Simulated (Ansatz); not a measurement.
Consider the following.

End structure of the (111) surface of germanium, Si on the surface atoms and those under them, no caps (bottom of the slab: built like the top, H on every dangling bond, free):

```yaml
crystal:
  lattice:
    - [4.07294, 0.00000, 0.00000]
    - [-2.03647, 3.52727, 0.00000]
    - [0.00000, 0.00000, 28.50000]
  atoms:
    - { symbol: Ge, position: [0.00000, 0.00000, 0.33985] }
    - { symbol: Ge, position: [0.33333, 0.66667, 0.36745] }
    - { symbol: Ge, position: [0.33333, 0.66667, 0.45460] }
    - { symbol: Ge, position: [0.66667, 0.33333, 0.48379] }
    - { symbol: Ge, position: [0.66667, 0.33333, 0.57130] }
    - { symbol: Ge, position: [0.00000, 0.00000, 0.60007] }
    - { symbol: Si, position: [0.00000, 0.00000, 0.68646] }
    - { symbol: Si, position: [0.33333, 0.66667, 0.70699] }
    - { symbol: H, position: [0.00000, 0.00000, 0.28512] }
```

Model: 9-atom slab, 12.4 Å thick at the start with caps and adatoms (thin: gaps and levels are the slab's own), 8x8x1 mesh, Fermi-Dirac 0.025 eV, dipole correction, 2 atoms held, the rest relaxed; start symmetry kept, larger cells not searched; spin-polarised, ending with about 0.7 μB a cell, a value that depends on the mesh; orders that need a larger cell were not tried, no spin-orbit, no U. The slab shows no gap on its mesh. It is one candidate, not shown to be the stable structure of the face.

Problem. What work function of the top face does PBE run with Ansatz (a program for electronic structure) give?

Solution. 4.41 eV
